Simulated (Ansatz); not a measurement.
Consider PbZrO₃ in the cubic perovskite structure (space group Pm-3m, No. 221; a = 4.1412 Å; a cell from a computed database, its experimental status unchecked). Axes: x, y, z lie along the cube axes.

Now apply this change: uniaxial stress, 5 GPa tension along x, with the cell and atoms free to relax against it.

Levels (all Ansatz, a quantum-chemistry and plane-wave program, PAW, earlier PAW set): PBEsol (420 eV, no SOC); r2SCAN (500 eV, scalar-relativistic without spin-orbit coupling); HSE06 (420 eV, no spin-orbit coupling); PBEsol+SOC (420 eV, noncollinear with spin-orbit coupling).

One geometry, relaxed with PBEsol, under each level:

| level | band gap | lowest conduction level above the VBM at special points | electron mass | pressure |
|---|---|---|---|---|
| PBEsol | 2.22 eV | X 2.22 eV; Z 2.36 eV; Γ 3.61 eV; M 4.10 eV | 0.18 mₑ along k, 0.32 mₑ across (at X) | -1.66 GPa |
| r2SCAN | 2.78 eV | X 2.78 eV; Z 2.91 eV; Γ 4.21 eV; M 4.68 eV | – | 0.52 GPa |
| HSE06 | ___ | ___ | – | – |
| PBEsol+SOC | 1.90 eV | X 1.90 eV; Z 2.04 eV; Γ 3.59 eV; M 3.09 eV | 0.19 mₑ along k, 0.35 mₑ across (at X) | -1.67 GPa |

Give the withheld HSE06 results.


- HSE06, band gap: 3.40 eV
- HSE06, lowest conduction level above the VBM at special points: X 3.40 eV; Z 3.54 eV; Γ 5.04 eV

Single points use the geometry relaxed with PBEsol. Their cutoffs differ, which shifts pressures a little. HSE06 was sampled on its mesh, a few special points and the semilocal edge points, so its gap is an upper bound. Differences between runs with and without spin-orbit coupling are approximate. Spin-orbit coupling, missing from the scalar runs, can matter with Pb. Load acts through the strain it causes; cell and atoms are relaxed under it. Masses are band curvatures over ±0.01 Å⁻¹ around the edge. Along k means along the line from Γ to the band edge. Stability under load was not tested beyond the relaxation. Many cubic perovskites are stable only at high temperature; tilts and polar distortions were not tested. Labels are those of the standard path for the cell's own space group.
